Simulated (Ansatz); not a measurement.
The parent structure is CdSe in the zinc blende structure (space group F-43m, No. 216).

```yaml
crystal:
  lattice:
    - [0.00000, 3.04091, 3.04091]
    - [3.04091, 0.00000, 3.04091]
    - [3.04091, 3.04091, 0.00000]
  atoms:
    - { symbol: Se, position: [0.75000, 0.75000, 0.75000] }
    - { symbol: Cd, position: [0.00000, 0.00000, 0.00000] }
```

Cartesian axes are those of the cell as printed.

The values are results of Ansatz (a first-principles code) PBEsol, scalar-relativistic without spin-orbit coupling, not measurements.

Base values:

- Pressure = 0.00 GPa
- Shortest interatomic distance = 263.4 pm

Perturbation: the symmetric strain tensor [-0.0003 0.0005 0.0122; 0.0005 0.0329 0.0108; 0.0122 0.0108 -0.0034], atoms relaxed at fixed cell.

Question: Predict the new energy relative to the base.

Answer: The energy grows by 7.2 meV/atom.

Question: Estimate the effect on the pressure.

Answer: The pressure (mean of the normal stresses, compression positive) goes from zero to -1.43 GPa.

Question: How does this affect the shortest interatomic distance?

Answer: The shortest interatomic distance rises by 1.69 pm (263.4 pm → 265.0 pm).

Whether these cells are dynamically stable was not tested.
